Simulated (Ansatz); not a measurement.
Level of theory: PBE (plane waves to 420 eV, PAW; Ansatz, an electronic-structure program).

Planar average of the electrostatic potential across the slab, in eV from the Fermi level, for Ru on the 1x1 (111) surface of fcc Pt, one in a 2x2 cell, started at the site 'hollow Pt-Pt-Pt over Pt at depth 2.3 Å':

| z (Å) | V (eV) |
|---|---|
| 5.20 | 5.67 |
| 5.49 | 5.67 |
| 5.78 | 5.67 |
| 6.07 | 5.67 |
| 6.36 | 5.67 |
| 6.64 | 5.66 |
| 6.93 | 5.63 |
| 7.22 | 5.58 |
| 7.51 | 5.46 |
| 7.80 | 5.18 |
| 8.09 | 4.53 |
| 8.38 | 3.05 |
| 8.67 | -0.71 |
| 8.96 | -9.45 |
| 9.24 | -18.81 |
| 9.53 | -23.28 |
| 9.82 | -20.44 |
| 10.11 | -11.96 |
| 10.40 | -2.97 |
| 10.69 | 0.25 |
| 10.98 | -2.11 |
| 11.27 | -10.49 |
| 11.56 | -19.48 |
| 11.84 | -23.56 |
| 12.13 | -20.52 |
| 12.42 | -12.02 |
| 12.71 | -3.15 |
| 13.00 | -0.08 |
| 13.29 | -2.70 |
| 13.58 | -11.31 |
| 13.87 | -20.05 |
| 14.16 | -23.57 |
| 14.44 | -20.00 |
| 14.73 | -11.22 |
| 15.02 | -2.56 |
| 15.31 | 0.26 |
| 15.60 | -2.14 |
| 15.89 | -10.57 |
| 16.18 | -19.57 |
| 16.47 | -23.56 |
| 16.76 | -20.41 |
| 17.04 | -11.81 |
| 17.33 | -2.94 |
| 17.62 | 0.04 |
| 17.91 | -1.16 |
| 18.20 | -2.90 |
| 18.49 | -3.03 |
| 18.78 | -1.23 |
| 19.07 | 1.22 |
| 19.36 | 2.64 |
| 19.64 | 3.16 |
| 19.93 | 3.40 |
| 20.22 | 3.52 |
| 20.51 | 3.57 |
| 20.80 | 3.60 |
| 21.09 | 3.62 |
| 21.38 | 3.63 |
| 21.67 | 3.63 |
| 21.96 | 3.63 |
| 22.24 | 3.63 |
| 22.53 | 3.63 |
| 22.82 | 3.63 |

Set-up: 17 atoms, 6.9 Å thick at the start under the adsorbate (thin: gaps and levels are the slab's own); mesh 6x6x1; 0.1 eV smearing; dipole correction on; 8 atoms held, the rest relaxed; start symmetry kept, larger cells not searched; spin-polarised, no spin-orbit, no U, no dispersion correction. At the end it is bonded to 3 Pt. In PBE it is, or lies within 0.03 eV of, the lowest of the starts that converged.

**Question.** The surface cell has an area of 27.30 Å². What dipole along the normal does the step between the two vacuum levels imply?

**Answer.** the top vacuum level lies 2.04 eV below the bottom one; p = −ε₀ A ΔV (ε₀ = 0.005526 e/(V·Å)) gives 0.31 e·Å a cell.
